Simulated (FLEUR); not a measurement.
Worked example: self-consistent single point of InP (F-43m, 2 atoms in the cell) in FLEUR.

Method of the run: PBE, all-electron FLAPW (FLEUR), scalar-relativistic valence.

```xyz
2
Lattice="0.0000 3.0107 3.0107 3.0107 0.0000 3.0107 3.0107 3.0107 0.0000" Properties=species:S:1:pos:R:3 pbc="T T T"
In     0.0000     0.0000     0.0000
P      1.5054     1.5054     1.5054
```

Reference input (self-consistent single point, DFT, PBE, all-electron FLAPW (FLEUR), scalar-relativistic valence): Kmax = 4 1/bohr; GmaxXC = 20 1/bohr; xcFunctional = pbe; jspins = 1; l_soc = F; mode = hist; fermiSmearingEnergy = 0.00036749 Htr; mesh (inpgen div1-3) = 5 5 5; inpgen gamma flag = false; Gmax = 20 1/bohr; numbands = 0; maxIterBroyd = 15. This run's input differs from it in these lines:

```diff
@@ -14,3 +14,3 @@
 &comp jspins=1 /
-&kpt div1=5 div2=5 div3=5 /
+&kpt div1=7 div2=7 div3=7 /
 &end /
```

Log, with long lists cut:

```
 Iteration:     1   Distance:       7.10778534 me/bohr^3
 Iteration:     2   Distance:       6.45230000 me/bohr^3
 Iteration:     3   Distance:       3.23997567 me/bohr^3
 Iteration:     4   Distance:       0.98313640 me/bohr^3
 Iteration:     5   Distance:       0.70625756 me/bohr^3
   [... 5 lines left out ...]
 Iteration:    11   Distance:       0.00046394 me/bohr^3
 Iteration:    12   Distance:       0.00049020 me/bohr^3
 Iteration:    13   Distance:       0.00005817 me/bohr^3
 Iteration:    14   Distance:       0.00000850 me/bohr^3
 Run finished successfully
 Stop message:
   Structural relaxation: Done

[file out, last iteration]
             iter=     15
[...]
          total density-effective poten   -1.0257400153E+04
          total charge density-energy d   -1.8322939294E+02
 Updated energy parameters for spin:           1
[...]
 fermi energy and band-weighting factors:
    0.640295

[...]
FERMIE:
          first approx. to ef    (T=0)  :   0.166189 htr   (energy of the highest occ. eigenvalue)
          number of occ. states  (T=0)  :        480
          first approx. to seigv (T=0)  : -51.766455 htr
          sum of weights of occ. states :  16.000000
          sum of semicore charge        :   0.000000 e
FERHIS:  Fermi-Energy by histogram:
          bandgap                     :   0.009904 htr
   [... lines left out ...]
          charge neutrality (T=0)     :   0.000000    (zero if the highest occ. eigenvalue is "entirely" occupied)
 Direct bandgap for spin            1 :    9.9038673516789189E-003  Htr
 ---->    free energy=                     -6225.3777661755 htr
   [... lines left out ...]
      extrapolation for T->0
 ---->    total electron energy=           -6225.3777661755 htr
 ***** TOTAL FORCES ON ATOMS *****
 TOTAL FORCE FOR ATOM TYPE=  1  X=  0.000   Y=  0.000   Z=  0.000
                       FX_TOT= 0.000000 FY_TOT= 0.000000 FZ_TOT= 0.000000
 TOTAL FORCE FOR ATOM TYPE=  2  X=  2.845   Y=  2.845   Z=  2.845
                       FX_TOT= 0.000000 FY_TOT= 0.000000 FZ_TOT= 0.000000
 Structural relaxation: Done
```

The run converged in 14 iterations. FLEUR gives forces in its relaxation mode, with a further iteration, so its stop message speaks of a relaxation. Against the reference run the free energy drops by 15.0 meV/atom and the gap on the mesh hardly changes (0.264 to 0.269 eV).

The starting cell comes from a database of computed structures (which also holds hypothetical and non-ambient phases and stackings), without a prior relaxation at this level. Its lattice was rescaled by a random factor within 2.5 % of one. Values depend on the basis (sphere radii, cutoffs, local orbitals), which need not be converged.

Cost on one core of a shared machine: roughly 50 s.
